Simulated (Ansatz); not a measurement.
The starting structures come from a database of crystals and need not be the phases stable at ambient conditions.

Input:

```yaml
crystal:
  lattice:
    - [7.06277, 0.00000, 0.00000]
    - [0.00000, 7.06277, 0.00000]
    - [3.53139, -3.53139, 4.99413]
  atoms:
    - { symbol: Sn, position: [0.00000, 0.00000, 0.00000] }
    - { symbol: H, position: [0.69031, 0.69031, 0.38062] }
    - { symbol: H, position: [0.30969, 0.30969, 0.61938] }
    - { symbol: H, position: [0.30969, 0.07093, 0.38062] }
    - { symbol: H, position: [0.69031, 0.92907, 0.61938] }
    - { symbol: H, position: [0.92907, 0.69031, 0.38062] }
    - { symbol: H, position: [0.07093, 0.30969, 0.61938] }
    - { symbol: H, position: [0.30969, 0.30969, 0.38062] }
    - { symbol: H, position: [0.69031, 0.69031, 0.61938] }
    - { symbol: N, position: [0.75000, 0.75000, 0.50000] }
    - { symbol: N, position: [0.25000, 0.25000, 0.50000] }
    - { symbol: Cl, position: [0.75346, 0.24654, 0.00000] }
    - { symbol: Cl, position: [0.24654, 0.75346, 0.00000] }
    - { symbol: Cl, position: [0.75346, 0.75346, 0.00000] }
    - { symbol: Cl, position: [0.24654, 0.24654, 0.00000] }
    - { symbol: Cl, position: [0.75346, 0.24654, 0.49307] }
    - { symbol: Cl, position: [0.24654, 0.75346, 0.50693] }
```

The cell was relaxed by PBE-D3(BJ); by r2SCAN it stands under a pressure of -0.8 GPa.

Transport runs along the normal of the first two printed cell vectors, the (001) plane of the conventional cell.

No gap correction and no spin-orbit coupling; mid-gap is the computed energy nearest the middle.

Problem. Give the band gap and the smallest decay constant κ at mid-gap that r2SCAN (Ansatz, an electronic-structure program) yields.

Solution. Gap 2.67 eV on a 6×6×6 mesh; κ = 0.299 1/Å, at the zone centre.
